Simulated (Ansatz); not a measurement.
Given:

```
Nb
1.0
   -1.64925     1.64925     1.64925
    1.64925    -1.64925     1.64925
    1.64925     1.64925    -1.64925
Nb
1
Cartesian
  0.00000   0.00000   0.00000
```

Level of theory: PBEsol, DFPT electron-phonon coupling, linearised Boltzmann equation (plane waves, PAW, scalar-relativistic; Ansatz, a quantum-chemistry and plane-wave program). Condition of this run: hydrostatic pressure -4 GPa (the target of the relaxation). Cell: relaxed with this functional, without spin-orbit coupling, then loaded as said.

Task: Predict λ, the logarithmic mean phonon energy and the superconducting Tc for μ* = 0.10 referred to 15.1 meV.

Result: λ = 1.47, ħω_log = 11.4 meV, Tc 17.5 K from the anisotropic Eliashberg equations. μ* is a chosen number, and Tc is 19.0 K at 0.08 and 13.2 K at 0.16.

A metal at this level (no band gap). The phonons are harmonic. Spin-orbit coupling is left out. For metals of groups 4 to 10, Tc at these values of μ* can lie well above the measured one. The self-energy correction of the phonons between q points moved λ by about 5 %. The squared frequency of the phonon mode least converged on the k mesh is uncertain by about 13 %. The run warned that the eigensolver left some states short of its tolerance. Halving the electron mesh (36x36x36) moves the coupling by up to 2 %, Tc by up to 2 %. Smearing 0.20 eV; phonons on a 6x6x6 q mesh, which this run doesn't test.
